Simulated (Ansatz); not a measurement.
```yaml
crystal:
  lattice:
    - [14.00000, 0.00000, 0.00000]
    - [0.00000, 14.00000, 0.00000]
    - [0.00000, 0.00000, 5.22962]
  atoms:
    - { symbol: Ba, position: [0.40333, 0.40333, 0.00000] }
    - { symbol: O, position: [0.41934, 0.41934, 0.50000] }
    - { symbol: O, position: [0.41934, 0.58066, 0.00000] }
    - { symbol: Ba, position: [0.40333, 0.59667, 0.50000] }
    - { symbol: O, position: [0.58066, 0.41934, 0.00000] }
    - { symbol: Ba, position: [0.59667, 0.40333, 0.50000] }
    - { symbol: Ba, position: [0.59667, 0.59667, 0.00000] }
    - { symbol: O, position: [0.58066, 0.58066, 0.50000] }
```

Calculation: PBE (plane waves to 420 eV, PAW; Ansatz, a program for electronic structure). Mesh 1×1×58. No spin polarisation. It repeats along c; a and b span vacuum. A hypothetical model. It keeps the symmetry and period of its start, so it need not be a minimum against all distortions.

**Question.** Tabulate the two highest filled and two lowest empty levels along the axis, from the valence top.

**Answer.** 
```csv
k (2π/c),v2 (eV),v1 (eV),c1 (eV),c2 (eV)
0.000,0.00,0.00,1.83,–
0.042,-0.02,-0.02,1.84,–
0.083,-0.07,-0.07,1.87,–
0.125,-0.14,-0.14,1.92,–
0.167,-0.23,-0.23,–,–
0.208,-0.33,-0.33,–,–
0.250,-0.41,-0.41,–,–
0.292,-0.49,-0.49,–,–
0.333,-0.55,-0.55,–,–
0.375,-0.59,-0.59,–,–
0.417,-0.63,-0.63,–,–
0.458,-0.65,-0.65,–,–
0.500,-0.66,-0.66,–,–
```
A dash stands for levels within 1 eV of the vacuum level or above it.
